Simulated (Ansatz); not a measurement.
Effective masses and thermopower of CsCaF$_{3}$ (Pm-3m)

Here is the system:

```
CaCsF3
1.0
    4.49373     0.00000     0.00000
    0.00000     4.49373     0.00000
    0.00000     0.00000     4.49373
Cs Ca F
1 1 3
Cartesian
  0.00000   0.00000   0.00000
  2.24687   2.24687   2.24687
  0.00000   2.24687   2.24687
  2.24687   0.00000   2.24687
  2.24687   2.24687   0.00000
```

All values below come from PBEsol, rigid bands (plane waves, PAW, scalar-relativistic; Ansatz, a first-principles code). How the cell was made: cell and atoms relaxed with PBEsol.

```
Item                                                                                                                                                          Result
---------------------------------------------------------------------------------------------------------------------------------------  ---------------------------
band gap                                                                                                                                                     7.10 eV
electron conductivity mass (300 K, dilute)                                                                                                                   0.45 mₑ
hole conductivity mass (300 K, dilute)                                                                                                                        6.7 mₑ
effective density of states N_c (300 K)                                                                                                                  6.9e18 cm⁻³
effective density of states N_v (300 K)                                                                                                                  3.2e21 cm⁻³
density-of-states mass, electrons                                                                                                                            0.42 mₑ
density-of-states mass, holes                                                                                                                                  25 mₑ
Seebeck coefficient, n-type 1e19 cm⁻³, 300 K                                                                                                               -200 μV/K
best n-type power factor at 300 K for τ = 10 fs (best axis; densities from 1e16 to 1e21 cm⁻³ tried, whether or not they can be reached)  2.8 μW/(cm·K²) at 3e19 cm⁻³
Seebeck coefficient, p-type 1e19 cm⁻³, 300 K                                                                                                                691 μV/K
```

Rigid bands; masses and Seebeck coefficients take one relaxation time τ for all states and one kind of carrier; polarons and phonon drag are left out. Spin-orbit coupling is left out; where it splits the top of the valence band, N_v and the p-type Seebeck coefficient come out somewhat high without it.

Computed structure with no diffraction record at hand here (it may be known, metastable or hypothetical): CsCaF3 (Pm-3m).
